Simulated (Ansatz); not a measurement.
ZrSnO₃ (model structure, started from the cubic perovskite type, Pm-3m, No. 221, 5 atoms in the cell), treated with r²SCAN+SOC (Ansatz, a first-principles code, plane waves, PAW).

Settings: plane-wave cutoff 560 eV, 8×8×8 k mesh, Fermi–Dirac smearing 0.01 eV, PAW data made under PBE.

Cell (relaxed with PBEsol):

```cif
data_O3SnZr
_chemical_formula_sum 'Sn1 Zr1 O3'
_space_group_name_H-M_alt 'Pm-3m'
_space_group_IT_number 221
_space_group_name_Hall '-P 4 2 3'
_cell_length_a 4.12844
_cell_length_b 4.12844
_cell_length_c 4.12844
_cell_angle_alpha 90.000
_cell_angle_beta 90.000
_cell_angle_gamma 90.000
loop_
_atom_site_label
_atom_site_type_symbol
_atom_site_symmetry_multiplicity
_atom_site_Wyckoff_symbol
_atom_site_fract_x
_atom_site_fract_y
_atom_site_fract_z
_atom_site_occupancy
Sn1 Sn 1 a 0.00000 0.00000 0.00000 1
Zr1 Zr 1 b 0.50000 0.50000 0.50000 1
O1 O 3 c 0.00000 0.50000 0.50000 1
```

Task: Estimate the band gap and Γ–Γ gap that the calculation returns.

Result: 
- band gap: 2.07 eV (direct)
- Γ–Γ gap: 4.65 eV

Note: the relaxation could raise the start's symmetry but not lower it, so the cell can be a saddle point; cell and atoms aren't relaxed at this level (pressure 2.5 GPa).

The computed numbers hold no vibrational or temperature effects.

Cost on a shared machine: roughly 3 core-minutes.

A model structure was made by putting elements into a prototype or built by hand; it is no filed structure, need not be a known phase, and can be a saddle point held by its symmetry.
